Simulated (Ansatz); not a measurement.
Density of states of the (110) slab of Al3Sc (cut from a parent of space group no. 221; 12 atoms in the cell).

```
Al3Sc
1.0
    4.00488     0.00000     0.00000
    0.00000     5.66376     0.00000
    0.00000     0.00000    19.24790
Sc Al
3 9
Direct
  0.00000   0.46032   0.38703
  0.00000   0.96032   0.53765
  0.00000   0.46032   0.68828
  0.50000   0.21032   0.31172
  0.50000   0.71032   0.31172
  0.00000   0.96032   0.38703
  0.50000   0.71032   0.46235
  0.50000   0.21032   0.46235
  0.00000   0.46032   0.53765
  0.50000   0.21032   0.61297
  0.50000   0.71032   0.61297
  0.00000   0.96032   0.68828
```

Computed with PBEsol, PAW files made with PBE (plane waves; Ansatz, an electronic-structure program).

SCF settings: kpoints.mp_grid.grid = 7 5 1; hamiltonian.xc = pbesol; hamiltonian.pseudopotentials = {kind: paw} (the program's default PAW files); scf.occupations.method = cold; scf.occupations.width = 0.1 eV. Keys of the DOS step: output.dos.nscf_kmesh.grid = 11 8 1; output.dos.method = {smearing: {sigma: 0.3}} eV.

The starting cell has typed, rounded lattice constants, without a prior relaxation at this level. The slab is cut from that crystal, and its faces are unrelaxed. Its lattice was rescaled in the plane by a random factor within 2.5 % of one. The two faces of this cut differ, and no dipole correction was used.

Total DOS (both spins), as means of the tabulated values in each energy bin; the zero is the program's Fermi level or highest filled level, and the curve is cut to this window:

(E (eV), states/eV/cell): (-7.75, 1.98); (-7.25, 1.90); (-6.75, 2.36); (-6.25, 2.32); (-5.75, 3.30); (-5.25, 3.46); (-4.75, 3.99); (-4.25, 3.74); (-3.75, 3.69); (-3.25, 3.38); (-2.75, 4.75); (-2.25, 5.55); (-1.75, 6.72); (-1.25, 7.16); (-0.75, 7.07); (-0.25, 6.46); (0.25, 6.23); (0.75, 7.02)

Around zero the curve holds about 6.5 states/eV/cell.

Keys are those of Ansatz 0.2.
